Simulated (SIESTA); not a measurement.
SIESTA run on BC₇ (P1, 8 atoms in the cell): self-consistent single point.

Method of the run: LDA PW92, numerical atomic orbitals DZP, PseudoDojo LDA standard norm-conserving potentials (rewritten from UPF to PSML) (SIESTA 5.4.2).

```yaml
crystal:
  lattice:
    - [2.53582, 0.00000, 0.00000]
    - [-1.26791, 2.19609, 0.00000]
    - [0.00000, 0.00000, 8.52227]
  atoms:
    - { symbol: B, position: [0.00397, 0.99657, 0.32215] }
    - { symbol: C, position: [0.00285, 0.00148, 0.51108] }
    - { symbol: C, position: [0.33352, 0.65932, 0.99752] }
    - { symbol: C, position: [0.34313, 0.67500, 0.81952] }
    - { symbol: C, position: [0.66444, 0.33841, 0.75349] }
    - { symbol: C, position: [0.64238, 0.31644, 0.57265] }
    - { symbol: C, position: [0.67394, 0.32819, 0.06597] }
    - { symbol: C, position: [0.66910, 0.35126, 0.24009] }
```

Reference input (self-consistent single point, DFT, GGA PBEsol, numerical atomic orbitals DZP, PseudoDojo PBEsol standard norm-conserving potentials (rewritten from UPF to PSML)): XC.functional = GGA; XC.authors = PBEsol; potentials = PseudoDojo PBEsol standard; PAO.BasisSize = DZP; PAO.EnergyShift = 0.005 Ry; MeshCutoff = 400 Ry; kgrid.MonkhorstPack = 10 10 3; OccupationFunction = MP; OccupationMPOrder = 0; ElectronicTemperature = 0.2 eV; MaxSCFIterations = 150; SCF.Mixer.Method = Pulay. This run's input differs from it in these lines:

```diff
@@ -1,2 +1,2 @@
-# files in the folder: B.psml C.psml (PseudoDojo PBEsol standard)
+# files in the folder: B.psml C.psml (PseudoDojo LDA standard)
 SystemName  BC7
@@ -28,4 +28,4 @@
 
-XC.functional                GGA
-XC.authors                   PBEsol
+XC.functional                LDA
+XC.authors                   PW92
 PAO.BasisSize                DZP
```

Output, abridged:

```
        iscf     Eharris(eV)        E_KS(eV)     FreeEng(eV)     dDmax    Ef(eV) dHmax(eV)
   scf:    1    -1191.899179    -1224.630900    -1224.652422  1.729102 -8.659849  8.823985
   scf:    2    -1223.401811    -1226.163260    -1226.178259  0.323767 -7.724354  5.126723
   scf:    3    -1227.146095    -1226.910075    -1226.931599  0.097299 -7.971267  1.462655
   scf:    4    -1227.058710    -1226.989113    -1227.010635  0.102286 -7.858346  0.822553
   scf:    5    -1227.137000    -1227.082121    -1227.103631  0.304458 -7.444956  0.652319
   [... 7 lines left out ...]
   scf:   13    -1227.096267    -1227.096267    -1227.117701  0.000068 -7.374376  0.000089
   scf:   14    -1227.096267    -1227.096267    -1227.117701  0.000016 -7.374383  0.000037
   scf:   15    -1227.096267    -1227.096267    -1227.117701  0.000010 -7.374384  0.000021
   scf:   16    -1227.096267    -1227.096267    -1227.117701  0.000002 -7.374380  0.000016
SCF Convergence by DM+H criterion
max |DM_out - DM_in|         :     0.0000015318
max |H_out - H_in|      (eV) :     0.0000155646
SCF cycle converged after 16 iterations

Using DM_out to compute the final energy and forces

siesta: E_KS(eV) =            -1227.0963

siesta: E_KS - E_eggbox =     -1227.0963

siesta: Atomic forces (eV/Ang):
     1   -0.195973    0.403765    0.144166
     2   -1.263094   -0.885608   -0.039784
     3    0.324494    0.380329    1.652472
     4   -0.708077   -0.451205   -1.623980
     5    0.521514   -0.025567    0.844993
     6    1.500504    1.182559    0.374921
     7   -0.548440    0.077673   -1.097959
     8    0.369614   -0.681723   -0.255497
   Tot    0.000542    0.000223   -0.000667
   Max    1.652472
   Res    0.813494    sqrt( Sum f_i^2 / 3N )
   Max    1.652472    constrained

   [... lines left out ...]
siesta: FreeEng =     -1227.117701
   [... lines left out ...]
siesta:     0.044053   -0.010682   -0.002657
siesta:    -0.010682    0.033289   -0.001590
siesta:    -0.002657   -0.001590    0.028224

siesta: Cell volume =         47.459467 Ang**3

siesta: Pressure (static):
siesta:                Solid            Molecule  Units
siesta:          -0.00038325         -0.00018483  Ry/Bohr**3
siesta:          -0.03518855         -0.01696992  eV/Ang**3
siesta:         -56.37827095        -27.18880507  kBar
```

The run converged in 16 iterations. Against the reference run the pressure goes from 1.91 to -5.64 GPa and the largest force goes from 1.977 to 1.947 eV/Å.

The starting cell comes from a database of computed structures (which also holds hypothetical and non-ambient phases and stackings), without a prior relaxation at this level. Its atoms were displaced at random from the sites of space group no. 156. Values carry the incompleteness of an atom-centred basis. With a pressure of about -6 GPa the cell is away from its equilibrium volume at this level. Forces in this geometry exceed 1 eV/Å.

Cost on one core of a shared machine: roughly 3 min.
